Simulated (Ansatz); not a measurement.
Here is the system:

```
AlN
1.0
    0.00000     2.18885     2.18885
    2.18885     0.00000     2.18885
    2.18885     2.18885     0.00000
N Al
1 1
Direct
  0.75000   0.75000   0.75000
  0.00000   0.00000   0.00000
```

No spin polarisation.

0.0147 holes added to each cell, a density of 7.0×10^20 cm⁻³, with a uniform compensating background at fixed cell and a 300 K Fermi–Dirac width.

All numbers come from Ansatz (a quantum-chemistry and plane-wave program) PBEsol, scalar-relativistic without spin-orbit coupling. Γ-centred 30×30×30 mesh, Fermi–Dirac width 0.0259 eV.

Task: Predict the gap character and gap between the host's bands.

Result: The gap character is indirect, Γ → X and the gap between the host's bands is 3.22 eV.

Carriers are added with a uniform compensating background; total energy and stress of such cells depend on the potential's zero and are not compared; many-body gap narrowing is missing at this level. No phonon test of stability was made. The cell was made from AlN in the zinc blende structure (space group F-43m, No. 216) by this change: holes 7.0×10^20 cm⁻³. This is not the structure that AlN has at room temperature and ambient pressure.
